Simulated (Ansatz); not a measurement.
Results of r²SCAN (Ansatz, a first-principles code, PAW) for BaTi2O5 (Pnma, No. 62, 32 atoms in the cell; start mp-558159).

Settings: plane-wave cutoff 560 eV, 4×10×4 k mesh (along the axes of the cell as run), Fermi–Dirac smearing 0.01 eV, no spin polarisation, scalar-relativistic PAW data made under PBE.

Cell (relaxed with PBEsol):

Space group Pnma (No. 62); a = 10.2361 Å, b = 3.8987 Å, c = 10.8467 Å, α = 90.00°, β = 90.00°, γ = 90.00°

| atom | site | symmetry | x | y | z |
|---|---|---|---|---|---|
| Ba | 4c | .m. | 0.0512 | 0.2500 | 0.8237 |
| Ti | 4c | .m. | 0.2661 | 0.2500 | 0.1033 |
| Ti | 4c | .m. | 0.1465 | 0.2500 | 0.4083 |
| O | 4c | .m. | 0.2664 | 0.2500 | 0.2810 |
| O | 4c | .m. | 0.1743 | 0.7500 | 0.4305 |
| O | 4c | .m. | 0.1987 | 0.2500 | 0.5844 |
| O | 4c | .m. | 0.4884 | 0.2500 | 0.1503 |
| O | 4c | .m. | 0.0980 | 0.2500 | 0.0761 |

Estimate the band gap and smallest direct gap on the k points sampled that the calculation returns.


- band gap = 3.29 eV
- smallest direct gap on the k points sampled = 3.48 eV

Note: cell and atoms aren't relaxed at this level (largest force component 0.15 eV/Å, pressure 2.1 GPa).

Spin–orbit coupling is not included.

Cost on a shared machine: very roughly 30 core-minutes.

A start named mp-… is a Materials Project structure, which need not be a measured phase.
